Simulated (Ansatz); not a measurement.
The cell is built on a prototype and need not be the phase stable at ambient conditions.

By PBEsol, the system below comes out a metal.

Input:

```xyz
3
Lattice="2.9276 0.0000 0.0000 0.0000 3.4586 0.0000 1.4638 0.0000 2.5354" Properties=species:S:1:pos:R:3 pbc="T T T"
Re     0.0000     0.0000     0.0000
B      1.4638     1.7293     0.8451
B      2.9276     1.7293     1.6902
```

Space group of this cell: P6/mmm. The cell was relaxed by PBE-D3(BJ).

The current flows along the normal of the first two printed cell vectors. No spin-orbit coupling; the value is a mean over 0.1 eV about the Fermi level.

Compute, with PBEsol (Ansatz, an electronic-structure program), the ballistic conductance per area.

1.2 × 10¹⁵ S/m² for both spins.
